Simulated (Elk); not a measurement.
Input and output of a self-consistent single point for CrClO (Pmmn, 6 atoms in the cell) (Elk).

Computed with PBEsol, all-electron FP-LAPW, Elk's shipped species files, default APW+lo basis in Elk 10.2.4.

```
CrClO
1.0
    3.14861     0.00000     0.00000
    0.00000     3.81630     0.00000
    0.00000     0.00000     7.84908
Cr Cl O
2 2 2
Direct
  0.00000   0.00000   0.10604
  0.50000   0.50000   0.89396
  0.00000   0.50000   0.68142
  0.50000   0.00000   0.31858
  0.50000   0.00000   0.94782
  0.00000   0.50000   0.05218
```
Moments meant for the start (each program seeds them in its own way; μB, in the order of the atoms Cr Cr Cl Cl O O): 3.0 3.0 0.0 0.0 0.0 0.0.

Reference input (self-consistent single point, DFT, LDA (PW92), all-electron FP-LAPW, Elk's shipped species files, default APW+lo basis): xctype = 3; spinpol = true; rgkmax = 7; stype = 3; swidth = 0.000367493 Ha; ngridk = 5 4 2; reducebf = 0.8; rmtscf = 0.82; nempty = 10 per atom. This run's input differs from it in these lines:

```diff
@@ -4,3 +4,3 @@
 xctype
-  3
+  22
```

The program printed (abridged):

```
│ Self-consistent loop started │
│ Loop number : 1 │
 total energy                :     -3160.53138145
 total moment                :    5.761407368
│ Loop number : 2 │
 total energy                :     -3161.38322388
 total moment                :    5.861923289
RMS change in Kohn-Sham potential (target) :    1.798951485     (  0.1000000000E-05)
Absolute change in total energy (target)   :   0.8518424357     (  0.1000000000E-03)
│ Loop number : 3 │
 total energy                :     -3159.56815366
 total moment                :    5.840586592
RMS change in Kohn-Sham potential (target) :    1.752855038     (  0.1000000000E-05)
   [... lines left out ...]
│ Loop number : 33 │
 total energy                :     -3171.66187571
 total moment                :    6.001186606
RMS change in Kohn-Sham potential (target) :   0.1125030264E-05 (  0.1000000000E-05)
Absolute change in total energy (target)   :   0.3171564731E-04 (  0.1000000000E-03)
│ Loop number : 34 │
 total energy                :     -3171.66184826
 total moment                :    6.001186608
RMS change in Kohn-Sham potential (target) :   0.5695531680E-06 (  0.1000000000E-05)
Absolute change in total energy (target)   :   0.1952466937E-04 (  0.1000000000E-03)
Convergence targets achieved

│ Loop number : 35 │

Energies :
 Fermi                       :     0.195658242507
 xc effective B-field        :    -0.330727428048
 external B-field            :      0.00000000000
 total energy                :     -3171.66187470
 (external B-field energy excluded from total)

Density of states at Fermi energy :   0.2708525149E-06
 (states/Hartree/unit cell)

Estimated indirect band gap :   0.2512767193E-01
 from k-point     10 to k-point     12
Estimated direct band gap   :   0.2864602477E-01
 at k-point     10

Charges :
 core                        :    44.00000000
 valence                     :    54.00000000
 interstitial                :    12.35097880
 muffin-tins (core leakage)
  species :    1 (Cr)
   atom    1                 :    21.69894020     (  0.4753552219E-08)
   [... lines left out ...]
   atom    2                 :    2.589564053
  species :    2 (Cl)
   atom    1                 :   0.1653690576E-01
   atom    2                 :   0.1653690576E-01
  species :    3 (O)
   atom    1                 :   0.9170504273E-02
   atom    2                 :   0.9170504273E-02
 total in muffin-tins        :    5.230542927
 total moment                :    6.001186605

│ Self-consistent loop stopped │
```

The run converged in 35 iterations. The count includes the last loop, which Elk runs after its targets are met. Against the reference run the gap on the mesh goes from 0.495 to 0.684 eV and the size of the net moment stays at 1.00 μB/atom.

The starting cell comes from a database of computed structures (which also holds hypothetical and non-ambient phases and stackings), without a prior relaxation at this level. Its lattice was rescaled by a random factor within 2.5 % of one. The magnetic order is the one reached from the typed start; others were not searched systematically. Values depend on the basis (sphere radii, cutoffs, local orbitals), which need not be converged.

Cost on one core of a shared machine: roughly 3 min.
